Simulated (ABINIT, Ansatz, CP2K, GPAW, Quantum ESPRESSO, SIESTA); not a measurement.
# One structure in several programs: Hf (P6_3/mmc, 2 atoms in the cell)

Self-consistent single point, at a second geometry (lattice scaled by 0.98). First geometry:

```
CELL_PARAMETERS angstrom
      1.57857    -2.73417     0.00000
      1.57857     2.73417     0.00000
      0.00000     0.00000     4.99798
ATOMIC_POSITIONS crystal
  Hf 0.33333 0.66667 0.25000
  Hf 0.66667 0.33333 0.75000
```

Shared settings, as Ansatz (a quantum-chemistry and plane-wave program) writes them: kpoints.mp_grid.grid = 8 8 5; scf.occupations.method = gaussian; scf.occupations.width = 0.0073 Ry. Potentials and cutoffs stand in the table.

```
code                                                                                                                                model  ΔF from the first geometry (meV/atom)  pressure (GPa)       cutoff
----------------  -----------------------------------------------------------------------------------------------------------------------  -------------------------------------  --------------  -----------
ABINIT                                                           PBE, norm-conserving pseudopotentials (PseudoDojo nc-sr-05 PBE standard)                                   75.0           13.89       789 eV
CP2K                                                              PBE, GPW, DZVP-MOLOPT-SR-GTH basis, GTH-PBE potentials (GTH_POTENTIALS)                                   82.0           14.61  grid 500 Ry
GPAW                                                                                         PBE, GPAW PAW datasets PBE (gpaw-data 1.0.1)                                   77.5           14.26       550 eV
Ansatz                                                                                                             PBE, default PAW files                                   73.4           13.58      default
SIESTA            GGA PBE, numerical atomic orbitals DZP, PseudoDojo PBE standard norm-conserving potentials (rewritten from UPF to PSML)                                   76.6           14.42  grid 400 Ry
Quantum ESPRESSO                                                                        PBE, SSSP 1.1.2 efficiency (PBE) pseudopotentials                                   75.1           13.92        60 Ry
```

On Ansatz's run: spin-orbit coupling is off.

The spread over the programs that give each value: ΔF from the first geometry within 8.6 meV/atom; pressure within 1.03 GPa.

CP2K and SIESTA use small atom-centred bases, whose incompleteness enters pressures, forces and empty levels differently from a plane-wave cutoff. Ansatz's pressure is given at a fixed set of plane waves, as the other plane-wave codes print theirs; with its correction for the finite basis it is 13.63 GPa.

The starting cell has typed, rounded lattice constants, without a prior relaxation at this level. Its lattice was rescaled by a random factor within 2.5 % of one. For this run, on top of that: lattice scaled by 0.98.

Left out of this page: Elk and FLEUR (not drawn, or without a comparable value).

Keys are those of Ansatz 0.2.
